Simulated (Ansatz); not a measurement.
System: Al₁₂W (Im-3, No. 204). Method: PBEsol in Ansatz (plane waves, PAW).

Run with plane-wave cutoff 520 eV, 12×12×12 k mesh, Fermi–Dirac smearing 0.046 eV (set by the program), no spin polarisation, scalar-relativistic PAW data made under PBE.

Computed at the level's own relaxed cell.

Elastic tensor (GPa, Voigt notation, ions relaxed):

```
  182.0    54.5    54.5     0.0     0.0     0.0
   54.5   182.0    54.5     0.0     0.0     0.0
   54.5    54.5   182.0     0.0     0.0     0.0
    0.0     0.0     0.0    58.1     0.0     0.0
    0.0     0.0     0.0     0.0    58.1     0.0
    0.0     0.0     0.0     0.0     0.0    58.1
```

Task: Work out the Voigt, Reuss and Hill averages of the bulk and shear moduli, Young's modulus and Poisson's ratio from the printed constants.

Result: K_V = [C11 + C22 + C33 + 2(C12 + C13 + C23)]/9 = [546.0 + 2 × 163.5]/9 = 97.0 GPa. G_V = [546.0 − 163.5 + 3 × 174.3]/15 = 60.4 GPa. From the compliances S = C⁻¹, K_R = 97.0 and G_R = 60.2 GPa. Hill means: K = 97.0, G = 60.3 GPa. E = 9KG/(3K + G) = 150 GPa, ν = (3K − 2G)/(6K + 2G) = 0.24, K/G = 1.61.

Spin–orbit coupling is not included.

Static lattice: no zero-point or thermal effects.

Ansatz is a program for electronic structure.
